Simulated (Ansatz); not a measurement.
```xyz
5
Lattice="3.6665 0.0000 0.0000 0.0000 3.6665 0.0000 0.0000 0.0000 4.7552" Properties=species:S:1:pos:R:3 pbc="T T T"
Ga     1.8332     1.8332     2.3382
Bi     0.0000     0.0000     0.2337
O      1.8332     1.8332     4.1610
O      1.8332     0.0000     1.6407
O      0.0000     1.8332     1.6407
```

The cell was generated from a structure type, relaxed within its symmetry, and need not be the phase found at ambient conditions. Spin-orbit coupling is not included. Bi is the large-site (A) cation and Ga the one bonded closest to the anions (B).

Problem. Give the diagonal Born effective charges atom by atom and the electronic dielectric tensor from linear response, PBEsol density-functional theory in Ansatz (plane waves, PAW).

Solution. 
```tsv
atom	Z*xx	Z*yy	Z*zz
Ga1	2.95	2.95	3.63
Bi2	5.48	5.48	2.95
O3	-2.87	-2.87	-2.44
O4	-3.07	-2.49	-2.07
O5	-2.49	-3.07	-2.07
```

ε∞ diagonal: 6.38, 6.38, 4.97. At this level the polar cell without biaxial strain is unstable to a cell-doubling distortion (lowest mode away from Γ 41i cm⁻¹ on a 2×2×2 mesh), so it is not the ground state. At Γ this cell has an unstable mode of 12i cm⁻¹, so it is a symmetry-held saddle and not a minimum.

Ansatz is an electronic-structure program.
